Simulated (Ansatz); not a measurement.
Ru5Si3: isotropic strain −2.95 %

Start from Ru5Si3 (space group Pbam, No. 55; a = 5.205 Å, b = 9.770 Å, c = 4.012 Å; a cell from a computed database, its experimental status unchecked).

It is then changed as follows: the cell is scaled by 0.9705 in all directions, atoms relaxed at fixed cell.

Level of theory: PBEsol, PAW, 420 eV (Ansatz, a quantum-chemistry and plane-wave program; no SOC). k-mesh 7×4×9 (Γ-centred); smearing 0.05 eV (Fermi–Dirac).

| quantity | base | changed | shift |
|---|---|---|---|
| volume per atom | 12.75 Å³ | 11.66 Å³ | -1.096 Å³ |
| space group | Pbam (No. 55) | Pbam (No. 55) | – |
| shortest interatomic distance | 2.367 Å | 2.306 Å | -0.0604 Å |
| energy relative to the base (free energy F) | 0 meV/atom | +97 meV/atom | +97 meV/atom |
| pressure (mean of the normal stresses, compression positive) | 0.0 GPa | 30.9 GPa | +30.9 GPa |
| band gap | zero | zero | – |
| largest internal atomic displacement | – | 0.050 Å | – |

No phonon test of stability was made. The final runs are not spin-polarised.
